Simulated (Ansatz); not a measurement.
Amorphous W₁₆Si₃₂

The cell was made by melting and quenching with the CHGNet potential and then relaxed with DFT. The hot cell started wider than the set density and was brought back towards it in steps. It is the lowest in DFT energy of 2 quenches. It is a model cell: composition and starting density were chosen by hand, and all elements were melted together. No dispersion term was used.

All values below come from PBE, scalar-relativistic without spin-orbit coupling (plane waves to 420 eV, PAW; Ansatz, a program for electronic structure). Geometry, pressure, stress and energy are those of the PBE run. Its sampling: a 2×2×2 Γ-centred mesh; Fermi-Dirac width 0.1 eV; no spin polarisation.

| Quantity | Value |
|---|---|
| Number of atoms in the cell | 48 |
| Density (volume relaxed, without dispersion) | 8.70 g/cm³ |
| Volume per atom | 15.27 Å³ |
| Pressure on a 2×2×2 Γ-centred mesh | 0.11 GPa |
| Largest force and stress component on that mesh (the relaxation ran on one k-point at (1/4, 1/4, 1/4)) | 0.40 eV/Å and 0.4 GPa |
| Energy relative to tetragonal WSi2 (lowest mix at this level among the phases computed, not always the ambient ones) | 43.6 kJ/mol-atom |
| Gap on a 2×2×2 Γ-centred mesh (PBE) | within the smearing (under twice its width) |

Bonds are counted up to W-W 3.88 Å, W-Si 3.28 Å, Si-Si 2.74 Å.

| Property | Result |
|---|---|
| Mean coordination of W | 12.19 (3 with 11, 9 with 12, 2 with 13, 2 with 14) |
| Mean coordination of Si | 6.72 (3 with 5, 14 with 6, 5 with 7, 9 with 8, 1 with 9) |
| Mean W-Si bond | 2.633 Å (spread 0.158 Å, 123 counted) |
| Mean Si-Si bond | 2.553 Å (spread 0.107 Å, 46 counted) |

Its density started from a set value of 8.82 g/cm³. The simulated quench (nominally 200 K/ps over its main leg) is rapid and tends to freeze in more defects than a deposited or slowly cooled glass has. Values belong to this one cell and scatter from quench to quench. Volume and shape were free in the relaxation. On a 2×2×2 Γ-centred mesh force components of up to 0.40 eV/Å stay, since the relaxation ran on one k-point at (1/4, 1/4, 1/4).
